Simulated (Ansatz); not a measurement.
For InGaAs₂ (R3m, No. 160, 4 atoms in the cell; start mp-1223791), PBEsol (plane waves, PAW; Ansatz, an electronic-structure program) gives:

* **lattice constant a**: 4.152 Å
* **c axis length**: 20.422 Å
* **bulk modulus**: 60.6 GPa
* **cohesive energy**: 3.38 eV/atom

Task: What does r²SCAN in Ansatz (plane waves, PAW) give for the same quantities?

Result: 
- lattice constant a: 4.163 Å (goes up by 0.3 %)
- lattice parameter c: 20.481 Å (increases by 0.3 %)
- bulk modulus: 62.8 GPa (grows by 3.6 %)
- cohesive energy: 3.13 eV/atom (shrinks by 0.25 eV/atom)

Changes are worked out from the printed values.

Unless a cell is named, each level is at its own relaxed cell (PBEsol 25.41, r²SCAN 25.62 Å³/atom).

Levels without +SOC leave out spin–orbit coupling, which shifts energies and cells of such heavy elements.

Caveats: the bulk modulus is −V dP/dV from two relaxed cells at ±2 % in volume (PBEsol, r²SCAN); the relaxation could not lower the start's symmetry, so the cell can be a saddle point above a distorted one (PBEsol, r²SCAN). Ansatz's density-functional and Hartree–Fock values are scalar-relativistic unless marked +SOC, with PAW data made under PBE.

A start named mp-… is a Materials Project structure, which need not be a measured phase.
